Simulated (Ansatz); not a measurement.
**Quick settings and what they miss: CaMg2 (Cmcm, 6 atoms in the cell)**

Self-consistent single point.

```yaml
crystal:
  lattice:
    - [5.30821, -2.86432, 0.00000]
    - [5.30821, 2.86432, 0.00000]
    - [0.00000, 0.00000, 5.36432]
  atoms:
    - { symbol: Ca, position: [0.70373, 0.29627, 0.75000] }
    - { symbol: Ca, position: [0.29627, 0.70373, 0.25000] }
    - { symbol: Mg, position: [0.35017, 0.01885, 0.75000] }
    - { symbol: Mg, position: [0.64983, 0.98115, 0.25000] }
    - { symbol: Mg, position: [0.01885, 0.35017, 0.25000] }
    - { symbol: Mg, position: [0.98115, 0.64983, 0.75000] }
```

Method of the run: LDA (PW92), default PAW files made with PBE (plane waves; Ansatz, a first-principles code).

Base settings: basis.ecutwfc = 420 eV; kpoints.mp_grid.grid = 5 5 5; hamiltonian.xc = lda; hamiltonian.pseudopotentials = {kind: paw} (the program's default PAW files); scf.occupations.method = cold; scf.occupations.width = 0.2 eV.

Tight run (finer mesh or higher cutoff; not a proven limit): basis.ecutwfc: 420 eV → 590 eV; kpoints.mp_grid.grid: 5 5 5 → 7 7 7; scf.convergence.dr2_threshold: default (1e-07 eV) → 1e-09 eV. It gave Fermi level (on the code's own zero) 5.60 eV; pressure -1.01 GPa; largest force (vector length) 0.079 eV/Å.

Quick runs, as changes from the base:
- A: the base itself
- B: basis.ecutwfc: 420 eV → 250 eV; kpoints.mp_grid.grid: 5 5 5 → 3 3 3; scf.convergence.dr2_threshold: default (1e-07 eV) → 0.001 eV
- C: basis.ecutwfc: 420 eV → 210 eV; kpoints.mp_grid.grid: 5 5 5 → 4 4 4; scf.occupations.width: 0.2 eV → 0.272 eV; kpoints.mp_grid.shift: default → 0.5 0.5 0.5
- D: basis.ecutwfc: 420 eV → 295 eV; kpoints.mp_grid.grid: 5 5 5 → 4 4 4; scf.occupations.method: cold → methfessel_paxton; scf.occupations.width: 0.2 eV → 0.272 eV; kpoints.mp_grid.shift: default → 0.5 0.5 0.5

Energies are extrapolated to zero smearing width, which holds to low order in the width alone.

The count of work is k-points × plane waves × bands × iterations; it is no time. 

Pressures in the table are Ansatz's without its Pulay estimate, at a fixed set of plane waves; the tight run's value above holds the estimate.

The starting cell comes from a database of computed structures (which also holds hypothetical and non-ambient phases and stackings), without a prior relaxation at this level. Its lattice was rescaled by a random factor within 2.5 % of one.

```
run  energy less tight (meV/atom)  pressure less tight (GPa)  largest miss in a force vector (eV/Å)  count of work / tight
---  ----------------------------  -------------------------  -------------------------------------  ---------------------
A                            -0.5                      -0.02                                  0.009                   0.19
B                           196.7                      -8.65                                  0.118                  0.017
C                          1119.0                     -37.71                                  0.009                  0.035
D                            23.0                      -1.48                                  0.026                  0.050
```

Among the runs at the tight run's level, the energy misses run from 0.5 to 1119.0 meV/atom.

Left out of this page: 2 runs of the series outside the window shown, repeating another row's setting, or not comparable.

Keys are those of Ansatz 0.2.
